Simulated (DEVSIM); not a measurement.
Structure: illuminated Si n-on-p cell, one wavelength, at 300 K.

Layer 1 from the left is Si, thickness (μm) 0.490, Nd (cm⁻³) 3.3e18, τn (s) 3.7e-6, τp (s) 7.1e-7, absorption coefficient (cm⁻¹) 11000. Layer 2 from the left is Si, thickness (μm) 140, Na (cm⁻³) 4.3e15, τn (s) 1.7e-5, τp (s) 1.7e-5, absorption coefficient (cm⁻¹) 11000.

Left contact: ohmic, minority hole recombination velocity 1e6 cm/s. Right contact: ohmic, minority electron recombination velocity 900 cm/s. Voltage is applied to the left contact. Recombination: SRH at mid-gap, radiative, Auger. Gap narrowing is on: ΔEg = 6.92 meV × (l + √(l² + 0.5)), l = ln(N/1.3e17 cm⁻³), shared equally by both band edges. Light enters at the left, 8.8e16 photons cm⁻² s⁻¹, one pass, no reflection. Mobility is μmin + (μ − μmin)/(1 + (N/Nref)^α).

The device is made up for the run: typed textbook-type constants, with dimensions and the other settings drawn at random. Values at 300 K.

Si: gap (eV) 1.124, affinity (eV) 4.05, permittivity 11.7, Nc (cm⁻³) 2.86e19, Nv (cm⁻³) 3.1e19, μn (cm²/Vs) 1417, μp (cm²/Vs) 470, μn,min 52, μp,min 45, Nref,n 9.7e16, Nref,p 2.2e17, αn 0.68, αp 0.72, B (cm³/s) 4.7e-15, Cn (cm⁶/s) 2.8e-31, Cp (cm⁶/s) 9.9e-32.

Simulated with DEVSIM: 1D drift-diffusion, Boltzmann statistics, complete ionisation; no tunnelling, impact ionisation, image-force lowering or self-heating.

Dark forward current:

| |V| (V) | |J| (A/cm²) |
|---|---|
| 0.05 | 4.384e-10 |
| 0.10 | 1.742e-9 |
| 0.15 | 6.518e-9 |
| 0.20 | 2.804e-8 |
| 0.25 | 1.449e-7 |
| 0.30 | 8.638e-7 |
| 0.35 | 5.581e-6 |
| 0.40 | 3.748e-5 |
| 0.45 | 0.0002559 |
| 0.50 | 0.001758 |
| 0.55 | 0.01199 |
| 0.60 | 0.07750 |
| 0.65 | 0.4212 |
| 0.70 | 1.861 |
| 0.75 | 6.793 |
| 0.80 | 19.79 |
| 0.85 | 46.49 |
| 0.90 | 91.95 |
| 0.95 | 160.0 |
| 1.00 | 253.2 |
| 1.05 | 373.5 |
| 1.10 | 522.0 |
| 1.15 | 699.3 |
| 1.20 | 905.8 |
| 1.25 | 1142 |
| 1.30 | 1407 |

Work out the local ideality factor n = ΔV / (kT/q · ln(J2/J1)) between the rows 0.15 and 0.20 V, 0.45 and 0.50 V, 1.25 and 1.30 V.

kT/q = 25.85 mV. From 0.15 to 0.20 V: ln(2.804e-8/6.518e-9) = 1.459, n = 1.33. From 0.45 to 0.50 V: ln(0.001758/0.0002559) = 1.927, n = 1.00, near the 1 of diffusion or emission over a barrier. From 1.25 to 1.30 V: ln(1407/1142) = 0.209, n = 9.27.

What current could the absorbed light give at most, and what share is collected?

Σ αd = 155, so qΦ(1 − exp(−Σ αd)) = 14.1 mA/cm². The simulated short-circuit current is 11.04 mA/cm², a share of 0.78.

Estimate the open-circuit voltage by superposition: the voltage at which the dark current equals that short-circuit current.

Interpolating ln J in the table gives 0.548 V. The simulation gives 0.548 V, the same within the digits that matter. Superposition holds where collection doesn't change with voltage.

Estimate the fill factor from FF0 = (v − ln(v + 0.72))/(v + 1), v = qVoc/(nkT), with n from the dark curve.

The rows about Voc, 0.50 and 0.55 V, give n = 1.01, so v = 21.0 and FF0 = 0.815. The simulation gives 0.816, the same within the digits that matter.
